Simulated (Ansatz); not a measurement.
The parent structure is Ga$_{2}$O$_{3}$ in the corundum structure (space group R-3c, No. 167; a = 5.0577 Å, c = 13.6230 Å (hexagonal axes)). Axes: x lies along a and z along c of the hexagonal cell.

Level of theory: Ansatz (an electronic-structure program), PBE, PAW, cutoff 420 eV, no SOC.

Base values:

| Item | Value |
|---|---|
| Gap character | indirect, Γ–S₀ (50 % along) → Γ |
| Band gap | 2.40 eV |
| Smallest direct gap | 2.63 eV |

Perturbation: the cell is stretched by 2.25 % along z with no lateral relaxation; the atoms relax in the strained cell.

Predict the new gap character, band gap, energy relative to the base and smallest direct gap.

The gap character is still indirect, Γ–S₀ (50 % along) → Γ; the band gap falls by 0.219 eV to 2.19 eV; the energy grows by 5.0 meV/atom; the smallest direct gap shrinks by 0.257 eV, from 2.63 eV to 2.38 eV.

No phonon test of stability was made.
